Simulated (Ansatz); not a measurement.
Response to strain in HfS2

The parent structure is HfS2 in the CdI2 type structure (space group P-3m1, No. 164; a = 3.547 Å, c = 5.577 Å; layered, stacked along the Cartesian z axis). Axes: x lies along a and z along c of the hexagonal cell.

Strains are applied to the cell and any free atomic positions relax.

Computed with Ansatz (an electronic-structure program) PBEsol-D3(BJ), no spin-orbit coupling.

Notes on the quantities. energy relative to the base: free energy F.

| uniaxial strain ε_zz (%) | energy relative to the base (meV/atom) |
|---|---|
| 0 | 0.0 |
| 0.5 | 0.1 |
| 1 | 0.4 |
| 1.5 | ? |
| 2 | 1.5 |
| 2.5 | 2.3 |

### Question
Fit ΔE = Aε² + Bε³ (ε in %) to the rows shown and predict the withheld row.

### Answer
Least squares on the printed values gives A = 0.410 and B = -0.017 meV/atom (largest residual 0.0 meV/atom); this predicts 0.9 meV/atom, and the run gives 0.9 meV/atom, in agreement.

Whether these cells are dynamically stable was not tested.
